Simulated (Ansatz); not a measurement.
TlMnCl₃ (Pm-3m, No. 221, 5 atoms in the cell; start mp-570290) was calculated with r²SCAN+rVV10 in Ansatz (plane waves, PAW).

Numerical settings: plane-wave cutoff 560 eV, 8×8×8 k mesh, Fermi–Dirac smearing 0.01 eV, spin-polarised start, scalar-relativistic PAW data made under PBE.

Cell (relaxed at this level):

```
MnTlCl3
1.0
    4.98645     0.00000     0.00000
    0.00000     4.98645     0.00000
    0.00000     0.00000     4.98645
Mn Tl Cl
1 1 3
Cartesian
  2.49322   2.49322   2.49322
  0.00000   0.00000   0.00000
  0.00000   2.49322   2.49322
  2.49322   0.00000   2.49322
  2.49322   2.49322   0.00000
```

**Question.** Predict the band gap, smallest direct gap on the k points sampled and Γ–Γ gap.

**Answer.** 
band gap: 2.09 eV
smallest direct gap on the k points sampled: 2.83 eV
Γ–Γ gap: 4.77 eV

Note: the magnetic order was assumed, not searched for or taken from measurement.

Spin–orbit coupling is not included; with these elements it can move the gap by several tenths of an eV or more.

Static lattice: no zero-point or thermal effects.

The result took around 90 core-seconds (rough).

A start named mp-… is a Materials Project structure, which need not be a measured phase.

Ansatz is an electronic-structure program.
